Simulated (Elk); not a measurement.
Worked example: self-consistent single point of Bi2Te3 (R-3m, 5 atoms in the cell) in Elk.

Level of theory: PBE, all-electron FP-LAPW, Elk's shipped species files, APW+lo basis with extra local orbitals (Elk 10.2.4).

The change in words: lattice scaled by 0.98. Reference geometry:
```
Bi2Te3
1.0
    2.25811     1.30372    10.99114
   -2.25811     1.30372    10.99114
    0.00000    -2.60744    10.99114
Bi Te
2 3
Direct
  0.60317   0.60317   0.60317
  0.39683   0.39683   0.39683
  0.78319   0.78319   0.78319
  0.21681   0.21681   0.21681
  0.00000   0.00000   0.00000
```

Reference input (self-consistent single point, DFT, PBE, all-electron FP-LAPW, Elk's shipped species files, APW+lo basis with extra local orbitals): xctype = 20; rgkmax = 7.5; swidth = 0.000734986 Ha; ngridk = 4 4 4; gmaxvr = 16 1/bohr; nxlo = 2; lorbcnd = true; lmaxi = 3; maxscl = 100. This run's input differs from it in these lines:

```diff
@@ -28,8 +28,8 @@
 scale
-  21.34669773
+  20.91976334
 
 avec
-    0.1998998780    0.1154122231    0.9729954047
-   -0.1998998780    0.1154122231    0.9729954047
-    0.0000000000   -0.2308245220    0.9729953957
+    0.1998998902    0.1154122554    0.9729953984
+   -0.1998998902    0.1154122554    0.9729953984
+    0.0000000000   -0.2308245108    0.9729953984
```

The program printed (abridged):

```
│ Self-consistent loop started │
│ Loop number : 1 │
 total energy                :     -63577.2380905
│ Loop number : 2 │
 total energy                :     -63577.4392046
RMS change in Kohn-Sham potential (target) :   0.1360526259     (  0.1000000000E-05)
Absolute change in total energy (target)   :   0.2011141319     (  0.1000000000E-03)
│ Loop number : 3 │
 total energy                :     -63576.5584926
RMS change in Kohn-Sham potential (target) :   0.1360101336     (  0.1000000000E-05)
Absolute change in total energy (target)   :   0.8304334323     (  0.1000000000E-03)
│ Loop number : 4 │
   [... lines left out ...]
Absolute change in total energy (target)   :   0.5453017686E-02 (  0.1000000000E-03)
│ Loop number : 14 │
 total energy                :     -63554.4627745
RMS change in Kohn-Sham potential (target) :   0.1341741618E-05 (  0.1000000000E-05)
Absolute change in total energy (target)   :   0.1401761459E-02 (  0.1000000000E-03)
│ Loop number : 15 │
 total energy                :     -63554.4630344
RMS change in Kohn-Sham potential (target) :   0.6765347207E-06 (  0.1000000000E-05)
Absolute change in total energy (target)   :   0.9052210953E-04 (  0.1000000000E-03)
Convergence targets achieved

│ Loop number : 16 │

Energies :
 Fermi                       :     0.180707947134
 total energy                :     -63554.4631108

Density of states at Fermi energy :   0.2307904089E-04
 (states/Hartree/unit cell)

Estimated indirect band gap :   0.2223344276E-01
 from k-point      1 to k-point      1
Estimated direct band gap   :   0.2223344276E-01
 at k-point      1

Charges :
 core                        :    244.0000000
 valence                     :    78.00000000
 interstitial                :    10.19458119
 muffin-tins (core leakage)
  species :    1 (Bi)
   atom    1                 :    81.04123448     (  0.6712397002E-03)
   atom    2                 :    81.04123448     (  0.6712397002E-03)
  species :    2 (Te)
   atom    1                 :    49.89092446     (  0.3996757703E-03)
   atom    2                 :    49.89092446     (  0.3996757703E-03)
   atom    3                 :    49.94110094     (  0.4011934876E-03)
 total in muffin-tins        :    311.8054188
 total calculated charge     :    321.9880903
 total charge                :    322.0000000
 error                       :   0.1190972520E-01

│ Self-consistent loop stopped │
```

The run converged in 16 iterations. The count includes the last loop, which Elk runs after its targets are met. Against the reference run the free energy goes up by 31.1 meV/atom and the gap on the mesh moves little (0.599 to 0.605 eV).

The starting cell comes from a database of computed structures (which also holds hypothetical and non-ambient phases and stackings), without a prior relaxation at this level. Its lattice was rescaled by a random factor within 2.5 % of one. For this run, on top of that: lattice scaled by 0.98. Spin-orbit coupling is off. Values depend on the basis (sphere radii, cutoffs, local orbitals), which need not be converged.

Cost on one core of a shared machine: roughly 2 min.
